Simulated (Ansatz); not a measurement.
Lattice parameter c (Å) of solids drawn from the class of silicides and borides, at two levels: PBE in Ansatz (PAW), and r²SCAN+rVV10 (Ansatz, a program for electronic structure, PAW).

```
solid             PBE  r²SCAN+rVV10  shift (%)
--------------  -----  ------------  ---------
AlB2-type HfB2  3.486         3.471      -0.43
AlB2-type ZrB2  3.542         3.544      +0.06
AlB2-type TiB2  3.224         3.216      -0.25
AlB2-type MgB2  3.524         3.504      -0.57
C11b WSi2       7.867         7.796      -0.90
C11b MoSi2      7.873         7.810      -0.80
```

The shifts run from -0.90 % to +0.06 %, with a median of -0.50 %.

Of 6 rows, r²SCAN+rVV10 is the larger in 1 and the smaller in 5.

Ansatz's runs of these crystals have no spin polarisation.

Spin–orbit coupling is left out, also for the solids with elements from indium on (AlB2-type HfB2, C11b WSi2); its size isn't shown.

Ansatz's density-functional and Hartree–Fock values are scalar-relativistic unless marked +SOC, with PAW data made under PBE.
